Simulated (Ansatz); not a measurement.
The starting structures come from a database of crystals and need not be the phases stable at ambient conditions.

By PBEsol, the system below comes out a metal.

A figure of merit of an interconnect metal is its ballistic conductance per area.

Given:

```yaml
crystal:
  lattice:
    - [5.68637, 0.00000, 0.00000]
    - [0.00000, 8.30609, 0.00000]
    - [0.00000, 0.00000, 4.22059]
  atoms:
    - { symbol: In, position: [0.17536, 0.59950, 0.25000] }
    - { symbol: In, position: [0.82464, 0.40050, 0.75000] }
    - { symbol: In, position: [0.32464, 0.09950, 0.75000] }
    - { symbol: In, position: [0.67536, 0.90050, 0.25000] }
    - { symbol: Pd, position: [0.07155, 0.26897, 0.25000] }
    - { symbol: Pd, position: [0.92845, 0.73103, 0.75000] }
    - { symbol: Pd, position: [0.42845, 0.76897, 0.75000] }
    - { symbol: Pd, position: [0.57155, 0.23103, 0.25000] }
    - { symbol: Pd, position: [0.34466, 0.42729, 0.75000] }
    - { symbol: Pd, position: [0.65534, 0.57271, 0.25000] }
    - { symbol: Pd, position: [0.15534, 0.92729, 0.25000] }
    - { symbol: Pd, position: [0.84466, 0.07271, 0.75000] }
```

Space group of this cell: Pnma. The cell is taken as given; by PBEsol its mean pressure is -4.0 GPa.

The current flows along the normal of the first two printed cell vectors. No spin-orbit coupling; the value is a mean over 0.1 eV about the Fermi level.

**Question.** Compute, with Ansatz (a quantum-chemistry and plane-wave program) with PBEsol, the ballistic conductance per area.

**Answer.** 0.60 × 10¹⁵ S/m² for both spins.
